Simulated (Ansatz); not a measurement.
Structures of equal composition on the (110) surface of bcc Ta: a layer of Fe in place of the second plane; a layer of Fe in place of the third plane. The slabs share one bottom face, and each structure is named by its start. These are constructed structures in small cells; real faces may alloy, dewet or reconstruct in larger ones, and not all known structures of the face are among them. Slabs of about 11 Å with all that they carry, Fermi-Dirac smearing of 0.1 eV. Bottom of the slabs: a bare face, its two planes held. Relaxed from the named starts with such symmetry as they have, on meshes of like density; energies extrapolated to zero smearing; no spin-orbit coupling, no U. Spin-polarised runs, if any, are marked in brackets, and their order is one that fits the cell; the others ran without spin.

All values below come from PBE (plane waves to 420 eV, PAW; Ansatz, a program for electronic structure).

### Question
Rank these by energy per 1x1 cell (lowest first), as PBE gives it.

### Answer
a layer of Fe in place of the third plane (0.000 eV [spin, 1.2 μB a cell]), a layer of Fe in place of the second plane (0.157 eV [spin, 1.3 μB a cell])
